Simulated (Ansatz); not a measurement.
Band structure of Sn (I4_1/amd, 2 atoms in the cell).

```
CELL_PARAMETERS angstrom
     -2.91500     2.91500     1.59000
      2.91500    -2.91500     1.59000
      2.91500     2.91500    -1.59000
ATOMIC_POSITIONS crystal
  Sn 0.25000 0.75000 0.50000
  Sn 0.00000 0.00000 0.00000
```

Computed with PBE (plane waves, PAW; Ansatz, a program for electronic structure).

Settings: kpoints.mp_grid.grid = 8 8 8; hamiltonian.xc = pbe; hamiltonian.pseudopotentials = {kind: paw} (the program's default PAW files); scf.occupations.method = gaussian; scf.occupations.width = 0.1 eV; kpoints.band_path.npoints = 8.

The starting cell has typed, rounded lattice constants, without a prior relaxation at this level.

Levels in eV from the Fermi level, bands 11 to 17:
| point | 11 | 12 | 13 | 14 | 15 | 16 | 17 |
|---|---|---|---|---|---|---|---|
| Γ | -11.14 | -3.58 | -1.97 | -1.97 | 2.99 | 6.28 | 6.28 |
| X | -8.89 | -8.89 | 0.62 | 0.62 | 1.62 | 1.62 | 6.04 |
| M | -7.53 | -7.53 | -4.81 | -4.81 | 5.05 | 5.05 | 9.48 |
| Z | -6.48 | -5.55 | -3.04 | -2.93 | -2.93 | 3.15 | 5.60 |
| P | -5.96 | -5.96 | -3.53 | -3.53 | 3.62 | 3.62 | 4.00 |
| N | -6.92 | -5.40 | -2.29 | -1.68 | -1.14 | 2.26 | 2.89 |
| Z1 | -6.48 | -5.55 | -3.04 | -2.93 | -2.93 | 3.15 | 5.60 |

Bands cross the Fermi level along this path, so the cell is metallic at this level.

Keys are those of Ansatz 0.2.
